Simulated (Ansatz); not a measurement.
Ansatz (a first-principles code) run on In₂Se₃ (P-1, 5 atoms in the cell): relaxation of cell and atoms.

Level of theory: PBEsol, default PAW files made with PBE (plane waves; Ansatz).

The change in words: atoms on their sites; basis.ecutwfc: 420 eV → 250 eV; relax: default → cell and atoms. Reference geometry:
```
In2Se3
1.0
    3.96348     0.00000     0.00000
    1.98014     3.43370     0.00000
    0.01639     0.02825     9.83448
In Se
2 3
Direct
  0.33315   0.33413   0.81545
  0.66685   0.66583   0.18963
  0.00000   0.00000   0.00000
  0.33344   0.33118   0.32365
  0.66656   0.66882   0.67635
```

Reference input (self-consistent single point, DFT, PBEsol, plane waves, default PAW files made with PBE): basis.ecutwfc = 420 eV; kpoints.mp_grid.grid = 5 5 1; hamiltonian.xc = pbesol; hamiltonian.pseudopotentials = {kind: paw} (the program's default PAW files); scf.occupations.method = gaussian; scf.occupations.width = 0.2 eV. This run's input differs from it in these lines:

Ansatz 0.2 input:
```diff
@@ -7,3 +7,3 @@
   atoms:
-    - { symbol: In, position: [0.333150, 0.334128, 0.815454] }
+    - { symbol: In, position: [0.333150, 0.334170, 0.810370] }
     - { symbol: In, position: [0.666850, 0.665830, 0.189630] }
@@ -13,3 +13,3 @@
 basis:
-  ecutwfc: 420.0
+  ecutwfc: 250.0
 kpoints:
@@ -25,2 +25,4 @@
     width: 0.2
+relax:
+  cell: {}
 output:
```

Output, abridged:

```
   [... SCF lines of the steps left out ...]
relax step   1: F+E_penalty+E_count = -27322.64119344 eV  Δ(F+E_penalty+E_count) = +0.000e0 eV  max|allowed force component| = 1.273e-1 eV/Å  Δτ_max = 0.0000 Å  P = -0.024 GPa  Ω = 133.842 Å³  (7 SCF iters, dr2 threshold 1.00e-7 eV, accepted)
relax step   2: F+E_penalty+E_count = -27321.84239559 eV  Δ(F+E_penalty+E_count) = +7.988e-1 eV  max|allowed force component| = 1.884e-1 eV/Å  Δτ_max = 0.1595 Å  P = -4.926 GPa  Ω = 137.892 Å³  energy of the carried Pulay correction = -7.006e-1 eV  [...]
   [... lines left out ...]
relax step 120: F+E_penalty+E_count = -27322.62354480 eV  Δ(F+E_penalty+E_count) = +2.986e-2 eV  max|allowed force component| = 3.448e-3 eV/Å  Δτ_max = 0.0049 Å  P = -0.007 GPa  Ω = 146.071 Å³  energy of the carried Pulay correction = -3.000e-2 eV  [...]
relax step 121: F+E_penalty+E_count = -27322.65541046 eV  Δ(F+E_penalty+E_count) = -3.187e-2 eV  max|allowed force component| = 4.477e-3 eV/Å  Δτ_max = 0.0000 Å  P = +0.086 GPa  Ω = 146.071 Å³  stress off target by 2.17e-1 GPa  SCF on the basis [...]
basis re-selected at this cell: Δ(F+E_penalty+E_count) = -3.187e-2 eV, ΔP = +0.093 GPa vs the last step
   [... lines left out ...]
Free energy (F): -27322.655410 eV
Fermi energy:    6.229211 eV
Error: variable-cell relaxation did not converge after 121 `relax_step` rows, as none of its last 43 fresh-basis SCF(s) at a relaxed cell met both thresholds with a finite energy. The last misses `relax.cell.stress_tol`: largest allowed force component 4.48e-3 eV/Å (`relax.f_tol` 1.00e-2 eV/Å), stress off the target on the free part of the cell 2.17e-1 GPa (`relax.cell.stress_tol` 5.00e-2 GPa), F+E_penalty+E_count -27322.65541046 eV. The closest is row 119, whose structure comes with this error. Larger ratio of force or stress to its threshold at each such SCF whose figures are numbers: 19.398, 18.898, 17.540, 14.739, 16.429, 18.564, 16.870, 13.170, 11.360, 10.966, 10.851, 11.777, [...]
   [... lines left out ...]
to start a new deck from the relaxed geometry:
  cell:  # Å, volume = 145.8867 Å³
    - [3.95290760617846, 0.00018822945790382845, 0.02606965815783806]
    - [1.9750191475419228, 3.4249139289509833, 0.042612412508113956]
    - [0.08103552721950671, 0.1129242200311477, 10.77760005328305]
  atoms:
    - { symbol: In, position: [0.3352777704269493, 0.34472350974783206, 0.8283141490344614] }
    - { symbol: In, position: [0.6647222295730512, 0.6552764902521676, 0.17168585096553873] }
    - { symbol: Se, position: [0.0, 0.0, 0.0] }
    - { symbol: Se, position: [0.3303440925722629, 0.3142077746166317, 0.2951647437334548] }
    - { symbol: Se, position: [0.6696559074277367, 0.6857922253833681, 0.704835256266545] }
```

The relaxation ended unconverged. 

The starting cell comes from a database of computed structures (which also holds hypothetical and non-ambient phases and stackings), without a prior relaxation at this level. Its lattice was rescaled by up to half a per cent. The cutoff lies below the one recommended for these files.

Cost on one core of a shared machine: roughly 4 min.
